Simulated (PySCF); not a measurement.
PySCF 2.14.0, BP86/def2-svp, df: germanium monoxide ([O]=[Ge]), 2 atoms. The geometry is a generated start, not checked to be a minimum at this level.

```yaml
task: energy
method: bp86
basis: def2-svp
two_electron_scheme: density fitting
mol.max_memory: 3000 MB
mf.max_cycle: 100
mf.init_guess: minao (default)
mf.DIIS: CDIIS (default)
mf.diis_space: 8 (default)
mf.conv_tol: 1e-09 (default)
mf.grids.level: 3 (default)
basis_functions: 46
grid_points: 34728
```

```xyz
2

Ge     0.7875    -0.0181     0.0094
O     -0.7875     0.0181    -0.0094
```

One run each on 2 threads, 1 BLAS thread. Values of level_shift (Hartree) tried: 0 (default), 0.1, 0.3, 1.

Task: Which value of level_shift (Hartree) needs the fewest Fock builds, and what happens away from it?

Result: Fewest Fock builds: 0 (default) with 13. The count rises to 49 at 1. All converge to one solution.

```json
[
 {"level_shift (Hartree)": "0 (default)", "Fock builds": "13", "end": "same solution"},
 {"level_shift (Hartree)": "0.1", "Fock builds": "16", "end": "same solution"},
 {"level_shift (Hartree)": "0.3", "Fock builds": "24", "end": "same solution"},
 {"level_shift (Hartree)": "1", "Fock builds": "49", "end": "same solution"}
]
```
